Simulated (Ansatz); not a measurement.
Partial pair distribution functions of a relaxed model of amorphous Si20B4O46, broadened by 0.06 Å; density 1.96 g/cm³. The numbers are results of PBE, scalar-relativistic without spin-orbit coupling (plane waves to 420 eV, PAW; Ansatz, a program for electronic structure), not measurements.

The cell was made by melting and quenching with the CHGNet potential and then relaxed with DFT. O atoms were pushed apart under 1.9 Å during the dynamics, to hinder bonds among them. The hot cell started wider than the set density and was brought back towards it in steps. It is the lowest in DFT energy of 2 quenches. It is a model cell: composition and starting density were chosen by hand, and all elements were melted together. No dispersion term was used. Its density started from a set value of 2.25 and ended at 1.96 g/cm³. The simulated quench (nominally 390 K/ps over its main leg) is rapid and tends to freeze in more defects than a deposited or slowly cooled glass has. A cell of this size samples the disorder only roughly. Volume and shape were free in the relaxation.

```json
[
 {"r (Å)": "1.10", "g Si-O": "0.00", "g B-O": "0.00", "g Si-Si": "0.00", "g O-O": "0.00"},
 {"r (Å)": "1.20", "g Si-O": "0.00", "g B-O": "0.46", "g Si-Si": "0.00", "g O-O": "0.00"},
 {"r (Å)": "1.30", "g Si-O": "0.00", "g B-O": "10.84", "g Si-Si": "0.00", "g O-O": "0.00"},
 {"r (Å)": "1.40", "g Si-O": "0.02", "g B-O": "17.82", "g Si-Si": "0.00", "g O-O": "0.00"},
 {"r (Å)": "1.50", "g Si-O": "2.12", "g B-O": "2.19", "g Si-Si": "0.00", "g O-O": "0.00"},
 {"r (Å)": "1.60", "g Si-O": "16.90", "g B-O": "0.02", "g Si-Si": "0.00", "g O-O": "0.00"},
 {"r (Å)": "1.70", "g Si-O": "10.02", "g B-O": "0.00", "g Si-Si": "0.00", "g O-O": "0.00"},
 {"r (Å)": "1.80", "g Si-O": "0.47", "g B-O": "0.00", "g Si-Si": "0.00", "g O-O": "0.00"},
 {"r (Å)": "1.90", "g Si-O": "0.00", "g B-O": "0.00", "g Si-Si": "0.00", "g O-O": "0.00"},
 {"r (Å)": "2.00", "g Si-O": "0.00", "g B-O": "0.00", "g Si-Si": "0.00", "g O-O": "0.00"},
 {"r (Å)": "2.10", "g Si-O": "0.00", "g B-O": "0.00", "g Si-Si": "0.00", "g O-O": "0.00"},
 {"r (Å)": "2.20", "g Si-O": "0.00", "g B-O": "0.15", "g Si-Si": "0.00", "g O-O": "0.04"},
 {"r (Å)": "2.30", "g Si-O": "0.00", "g B-O": "0.62", "g Si-Si": "0.00", "g O-O": "0.57"},
 {"r (Å)": "2.40", "g Si-O": "0.00", "g B-O": "0.16", "g Si-Si": "0.00", "g O-O": "1.13"},
 {"r (Å)": "2.50", "g Si-O": "0.00", "g B-O": "0.00", "g Si-Si": "0.00", "g O-O": "1.16"},
 {"r (Å)": "2.60", "g Si-O": "0.01", "g B-O": "0.00", "g Si-Si": "0.00", "g O-O": "5.50"},
 {"r (Å)": "2.70", "g Si-O": "0.07", "g B-O": "0.00", "g Si-Si": "0.20", "g O-O": "6.35"},
 {"r (Å)": "2.80", "g Si-O": "0.09", "g B-O": "0.02", "g Si-Si": "1.40", "g O-O": "1.44"},
 {"r (Å)": "2.90", "g Si-O": "0.13", "g B-O": "0.45", "g Si-Si": "2.38", "g O-O": "0.31"},
 {"r (Å)": "3.00", "g Si-O": "0.22", "g B-O": "0.64", "g Si-Si": "3.94", "g O-O": "0.53"},
 {"r (Å)": "3.10", "g Si-O": "0.17", "g B-O": "0.79", "g Si-Si": "5.14", "g O-O": "0.49"},
 {"r (Å)": "3.20", "g Si-O": "0.51", "g B-O": "1.82", "g Si-Si": "3.13", "g O-O": "0.30"},
 {"r (Å)": "3.30", "g Si-O": "0.87", "g B-O": "1.15", "g Si-Si": "0.37", "g O-O": "0.40"},
 {"r (Å)": "3.40", "g Si-O": "0.83", "g B-O": "0.83", "g Si-Si": "0.00", "g O-O": "0.34"},
 {"r (Å)": "3.50", "g Si-O": "1.05", "g B-O": "1.50", "g Si-Si": "0.00", "g O-O": "0.25"},
 {"r (Å)": "3.60", "g Si-O": "1.35", "g B-O": "1.78", "g Si-Si": "0.00", "g O-O": "0.48"},
 {"r (Å)": "3.70", "g Si-O": "1.53", "g B-O": "1.80", "g Si-Si": "0.12", "g O-O": "0.60"},
 {"r (Å)": "3.80", "g Si-O": "1.52", "g B-O": "1.80", "g Si-Si": "0.18", "g O-O": "0.89"},
 {"r (Å)": "3.90", "g Si-O": "1.65", "g B-O": "2.84", "g Si-Si": "0.10", "g O-O": "0.96"},
 {"r (Å)": "4.00", "g Si-O": "1.65", "g B-O": "1.92", "g Si-Si": "0.51", "g O-O": "0.63"},
 {"r (Å)": "4.10", "g Si-O": "1.57", "g B-O": "0.55", "g Si-Si": "0.43", "g O-O": "0.66"},
 {"r (Å)": "4.20", "g Si-O": "2.14", "g B-O": "0.16", "g Si-Si": "0.44", "g O-O": "0.75"},
 {"r (Å)": "4.30", "g Si-O": "1.46", "g B-O": "0.22", "g Si-Si": "0.74", "g O-O": "0.84"},
 {"r (Å)": "4.40", "g Si-O": "0.61", "g B-O": "0.28", "g Si-Si": "0.63", "g O-O": "1.07"},
 {"r (Å)": "4.50", "g Si-O": "0.53", "g B-O": "0.60", "g Si-Si": "0.91", "g O-O": "0.97"},
 {"r (Å)": "4.60", "g Si-O": "0.55", "g B-O": "0.64", "g Si-Si": "1.18", "g O-O": "0.92"},
 {"r (Å)": "4.70", "g Si-O": "0.71", "g B-O": "0.49", "g Si-Si": "0.75", "g O-O": "1.02"},
 {"r (Å)": "4.80", "g Si-O": "0.62", "g B-O": "0.38", "g Si-Si": "1.11", "g O-O": "1.50"},
 {"r (Å)": "4.90", "g Si-O": "0.68", "g B-O": "0.81", "g Si-Si": "1.29", "g O-O": "1.78"}
]
```

Within 1.90 Å each Si has 4.00 O neighbours on average.
